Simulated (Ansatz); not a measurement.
# A computed series for Au: response to strain

Consider Au in the fcc (Cu type) structure (space group Fm-3m, No. 225; a = 4.048 Å; relaxed with 0.1 eV smearing). Axes: x, y, z lie along the cube axes.

Strains are applied to the cell and any free atomic positions relax; under biaxial strain the out-of-plane vector relaxes too.

The values are results of plane-wave PAW DFT at the LDA level (Ansatz, a quantum-chemistry and plane-wave program, 420 eV), scalar-relativistic without spin-orbit coupling, not measurements.

Notes on the quantities. energy relative to the base: free energy F.

```tsv
biaxial strain, plane normal [001], relaxed out of plane (%)	energy relative to the base (meV/atom)
0	0.0
0.5	0.2
1	?
1.5	1.7
2	2.7
2.5	3.7
3	4.9
```

Fit ΔE = Aε² + Bε³ (ε in %) to the rows shown and predict the withheld row.

Least squares on the printed values gives A = 0.926 and B = -0.13 meV/atom (largest residual 0.1 meV/atom); this predicts 0.8 meV/atom, and the run gives 0.8 meV/atom, in agreement.

Whether these cells are dynamically stable was not tested.
